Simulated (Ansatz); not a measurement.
Consider the following.

```
CELL_PARAMETERS angstrom
      0.00000     1.76753     1.76753
      1.76753     0.00000     1.76753
      1.76753     1.76753     0.00000
ATOMIC_POSITIONS crystal
  C  0.00000 0.00000 0.00000
  C  0.25000 0.25000 0.25000
```

No spin polarisation.

Calculations: r2SCAN (Ansatz, a quantum-chemistry and plane-wave program), scalar-relativistic without spin-orbit coupling. k-mesh 16×16×16 (Γ-centred); smearing 0.05 eV (Fermi–Dirac).

Predict the smallest direct gap and band gap.


```json
{
  "smallest_direct_gap": "5.96 eV",
  "band_gap": "4.41 eV"
}
```

Load acts through the strain it causes; cell and atoms are relaxed under it. No phonon test of stability was made. Competing high-pressure phases were not computed. The cell was made from C in the diamond structure (space group Fd-3m, No. 227) by this change: pressure 10 GPa.
